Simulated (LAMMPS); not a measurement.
Molecular dynamics of Si (diamond structure), 1728 atoms, at 1010 K and 5 GPa, heated as the crystal.

Level of theory: classical MD, pair style tersoff, file Si.tersoff, run in LAMMPS.

Problem. Give probability per degree against angle (°) as the simulation yields it.

Solution. State found: crystal; no diffusion seen in 30 ps.
| angle (°) | probability per degree, Si-Si-Si |
|---|---|
| 73.50 | 0.0000 |
| 76.50 | 0.0001 |
| 79.50 | 0.0004 |
| 82.50 | 0.0015 |
| 85.50 | 0.0046 |
| 88.50 | 0.0080 |
| 91.50 | 0.0131 |
| 94.50 | 0.0180 |
| 97.50 | 0.0230 |
| 100.5 | 0.0290 |
| 103.5 | 0.0323 |
| 106.5 | 0.0333 |
| 109.5 | 0.0346 |
| 112.5 | 0.0320 |
| 115.5 | 0.0280 |
| 118.5 | 0.0233 |
| 121.5 | 0.0171 |
| 124.5 | 0.0127 |
| 127.5 | 0.0090 |
| 130.5 | 0.0059 |
| 133.5 | 0.0036 |
| 136.5 | 0.0020 |
| 139.5 | 0.0011 |
| 142.5 | 0.0005 |
| 145.5 | 0.0003 |
| 148.5 | 0.0001 |
| 151.5 | 0.0000 |

Caution: a run this short can hold a crystal over, or a liquid under, the potential's own melting point, which these runs don't give.
